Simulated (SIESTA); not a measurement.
SIESTA run on Br (Cmce, 4 atoms in the cell): relaxation of cell and atoms.

Method: GGA PBE, numerical atomic orbitals DZP, PseudoDojo PBE standard norm-conserving potentials (rewritten from UPF to PSML) in SIESTA.

```xyz
4
Lattice="2.2888 -3.4077 0.0000 2.2888 3.4077 0.0000 0.0000 0.0000 8.9101" Properties=species:S:1:pos:R:3 pbc="T T T"
Br     3.9414     0.0000     7.9211
Br     2.9251     0.0000     3.4660
Br     1.6525     0.0000     5.4441
Br     0.6363     0.0000     0.9890
```

Reference input (self-consistent single point, DFT, GGA PBE, numerical atomic orbitals DZP, PseudoDojo PBE standard norm-conserving potentials (rewritten from UPF to PSML)): XC.functional = GGA; XC.authors = PBE; potentials = PseudoDojo PBE standard; PAO.BasisSize = DZP; PAO.EnergyShift = 0.005 Ry; MeshCutoff = 350 Ry; kgrid.MonkhorstPack = 5 5 2; OccupationFunction = FD; ElectronicTemperature = 232.09 K; MaxSCFIterations = 150; SCF.Mixer.Method = Pulay; SCF.Mixer.Weight = 0.25. This run's input differs from it in these lines:

```diff
@@ -42,2 +42,7 @@
 Diag.ParallelOverK           true
+MD.TypeOfRun                 CG
+MD.Steps                     40
+MD.MaxForceTol               0.02 eV/Ang
+MD.VariableCell              true
+MD.MaxStressTol              0.05 GPa
 WriteForces                  true
```

Log, with long lists cut:

```
        iscf     Eharris(eV)        E_KS(eV)     FreeEng(eV)     dDmax    Ef(eV) dHmax(eV)
   scf:    1    -1708.766085    -1710.666503    -1710.666503  0.579783 -4.153415  1.180892
   scf:    2    -1710.965222    -1710.824888    -1710.824888  0.041836 -4.375016  0.755452
   scf:    3    -1710.981680    -1710.916347    -1710.916347  0.059163 -5.351132  0.120868
   scf:    4    -1710.929391    -1710.923797    -1710.923797  0.014421 -5.396221  0.025702
   scf:    5    -1710.924220    -1710.924041    -1710.924041  0.003116 -5.393571  0.004254
   scf:    6    -1710.924050    -1710.924047    -1710.924047  0.000214 -5.393739  0.002205
   scf:    7    -1710.924049    -1710.924048    -1710.924048  0.000492 -5.393241  0.000473
   scf:    8    -1710.924048    -1710.924048    -1710.924048  0.000061 -5.393503  0.000068
   scf:    9    -1710.924048    -1710.924048    -1710.924048  0.000011 -5.393482  0.000014
   scf:   10    -1710.924048    -1710.924048    -1710.924048  0.000002 -5.393481  0.000002
SCF Convergence by DM+H criterion
max |DM_out - DM_in|         :     0.0000024789
max |H_out - H_in|      (eV) :     0.0000017521
SCF cycle converged after 10 iterations

Using DM_out to compute the final energy and forces

siesta: E_KS(eV) =            -1710.9240

siesta: E_KS - E_eggbox =     -1710.9240

siesta: Atomic forces (eV/Ang):
     1   -0.232978    0.000000   -0.593891
     2    0.232978   -0.000000   -0.593891
     3   -0.232978    0.000000    0.593891
     4    0.232978   -0.000000    0.593891
   Tot    0.000000   -0.000000    0.000000
   Max    0.593891
   Res    0.368323    sqrt( Sum f_i^2 / 3N )
   Max    0.593891    constrained

Stress tensor Voigt[x,y,z,yz,xz,xy] (kbar):        9.74        3.27        4.10       -0.00       -0.00       -0.00
(Free)E + p*V (eV/cell)    -1711.4189
   [... lines left out ...]
siesta: Pressure (static):         -5.70410133  kBar
siesta: Pressure (total):         -5.70410133  kBar
No target stress found, assuming hydrostatic MD.TargetPressure.
Target stress (kBar)
outcell: Cell volume (Ang**3)        :    125.3314
        iscf     Eharris(eV)        E_KS(eV)     FreeEng(eV)     dDmax    Ef(eV) dHmax(eV)
siesta: Pressure (static):         -0.29246649  kBar
siesta: Pressure (total):         -0.29246649  kBar
outcell: Cell volume (Ang**3)        :    125.3314
siesta: FreeEng =     -1711.140580
   [... lines left out ...]
siesta:     0.000192   -0.000000   -0.000043
siesta:    -0.000000    0.000197   -0.000000
siesta:    -0.000043   -0.000000    0.000158

siesta: Cell volume =        125.331450 Ang**3

siesta: Pressure (static):
siesta:                Solid            Molecule  Units
siesta:          -0.00000199         -0.00000057  Ry/Bohr**3
siesta:          -0.00018254         -0.00005218  eV/Ang**3
siesta:          -0.29246649         -0.08359420  kBar
```

The run converged. 

Summary of the result:
- Free energy E − TS = -1711.1406 eV
- Top of the valence band (on the code's own zero) = -5.73 eV
- Gap on the k-point mesh = 1.09 eV
- Pressure = -0.03 GPa
- Largest force (vector length) = 0.010 eV/Å
- Final cell = a = b = 4.079 Å, c = 8.588 Å, α = β = 90.00°, γ = 118.68°
- Final volume per atom = 31.33 Å³
- Relaxation steps = 31

The starting cell has typed, rounded lattice constants, without a prior relaxation at this level. Its lattice was rescaled by a random factor within 2.5 % of one. Values carry the incompleteness of an atom-centred basis.

Cost on one core of a shared machine: roughly 4 min.
